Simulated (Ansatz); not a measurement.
An Ansatz (a quantum-chemistry and plane-wave program) run: SrCl2 with a change (tensor shear ε_xy = +0.86 %); DFT with PBEsol, PAW potentials and a 420 eV plane-wave cutoff in Ansatz, no spin-orbit coupling.

Input:

Ansatz 0.2 input:
```yaml
crystal:
  lattice:
    - [0.0297037311, 3.4539222195, 3.4539222195]
    - [3.4539222195, 0.0297037311, 3.4539222195]
    - [3.4836259506, 3.4836259506, 0]
  atoms:
    - { symbol: Sr, position: [0, 0, 0] }
    - { symbol: Cl, position: [0.25, 0.25, 0.25] }
    - { symbol: Cl, position: [0.75, 0.75, 0.75] }
basis: { ecutwfc: 420, ecutrho_ratio: 4, xc_grid: 2, fft_grid_basis: typed }
kpoints: { mp_grid: { grid: [8, 8, 8] } }
hamiltonian:
  xc: pbesol
  dispersion: none
  pseudopotentials: { kind: paw }
scf: { occupations: { method: fermi_dirac, width: 0.05 }, convergence: { dr2_threshold: 0.0000000003 } }
relax: { f_tol: 0.005, max_steps: 50 }
output: { forces: true, stress: true }
checkpoint: { write: state.ck, write_every: 1000 }
```

Output (explanatory and most iteration lines left out):

```
Relaxation: its limit of steps is 50 (relax.max_steps)
Pseudopotential: Sr, paw, valence charge 10
Pseudopotential: Cl, paw, valence charge 7
Crystal: 3 atoms, lattice volume = 82.402 Å³
Basis set: ecut = 420 eV, 1627 PW (Γ), exchange–correlation on 72×72×72 points (8 copies of the dense FFT grid, shifted against one another)
Bands: 16, of which v1, the nominal top of the filled ones, is band 12 counted from 1 (11 counted from 0)
Symmetry: 8 space group operations
Space group: Immm (ITA 71), of the structure as read, at distance tolerance 4.4e-5 Å
k-points: 95 of 512
Functional: x = pbesol(κ = 0.804, μ = 0.12345679012345678), c = pbesol(β = 0.046)
SCF iter   1: F=—  HF=-5621.370286 eV  |F-HF|=—  |Δ(HF+E_count)|=         —  Δρ=3.98e-3  dr2=1.90e-2  ethr=1.77e-3  ⟨swp⟩=9.7  Hψ=11334  notcnv=0
SCF iter   2: F=—  HF=-5621.366143 eV  |F-HF|=—  |Δ(HF+E_count)|=   4.14e-3  Δρ=1.17e-3  dr2=6.24e-4  ethr=7.92e-5  ⟨swp⟩=2.7  Hψ=3495  notcnv=0
SCF 1 converged in 8 iterations: F = -5621.366309 eV  dr2 = 2.77e-11
relax step   1: F+E_penalty+E_count = -5621.36630899 eV  Δ(F+E_penalty+E_count) = +0.000e0 eV  max|allowed force component| = 4.432e-2 eV/Å  Δτ_max = 0.0000 Å  (8 SCF iters, accepted)
Crystal: 3 atoms, lattice volume = 82.402 Å³
SCF iter   1: F=—  HF=-5621.366760 eV  |F-HF|=—  |Δ(HF+E_count)|=         —  Δρ=3.17e-4  dr2=4.67e-5  ethr=2.00e-7  ⟨swp⟩=2.2  Hψ=6377  notcnv=0
SCF iter   2: F=—  HF=-5621.366765 eV  |F-HF|=—  |Δ(HF+E_count)|=   4.27e-6  Δρ=1.47e-4  dr2=9.72e-6  ethr=1.95e-7  ⟨swp⟩=1.6  Hψ=1952  notcnv=0
SCF 2 converged in 6 iterations: F = -5621.366771 eV  dr2 = 1.71e-11
relax step   2: F+E_penalty+E_count = -5621.36677143 eV  Δ(F+E_penalty+E_count) = -4.624e-4 eV  max|allowed force component| = 2.335e-3 eV/Å  Δτ_max = 0.0110 Å  (6 SCF iters, accepted)
SCF converged after 6 iterations
Free energy (F): -5621.366771 eV
Internal energy: -5621.366771 eV  (E = F + TS)
E sigma→0 (E₀):  -5621.366771 eV
Fermi energy:    5.989632 eV
--- Forces (eV/Å), atoms counted from 1 ---
  atom   1  Sr     0.00000000    -0.00000000     0.00000000
  atom   2  Cl     0.00000000    -0.00000000     0.00233462
  atom   3  Cl     0.00000000     0.00000000    -0.00233462
--- Stress (GPa, compression-positive) ---
        0.005287      -0.169276      -0.000000
       -0.169276       0.005287       0.000000
       -0.000000       0.000000       0.011323
  P = ⅓ Tr σ = 0.0073 GPa (0.073 kbar)
--- Relaxed structure (2 steps of the walk, 2 accepted, 0 SCFs on fresh bases) ---
  atoms:
    - { symbol: Sr, position: [2.3193301306195178e-35, 3.256736213648187e-35, -3.2487432607259613e-35] }
    - { symbol: Cl, position: [0.24840573513463957, 0.24840573513463957, 0.2515942648653605] }
    - { symbol: Cl, position: [0.7515942648653605, 0.7515942648653605, 0.7484057351346397] }
```

The cells carry an imposed strain or load. Whether these cells are dynamically stable was not tested. The cell was made from SrCl2 in the fluorite structure (space group Fm-3m, No. 225) by this change: tensor shear ε_xy = +0.86 %.
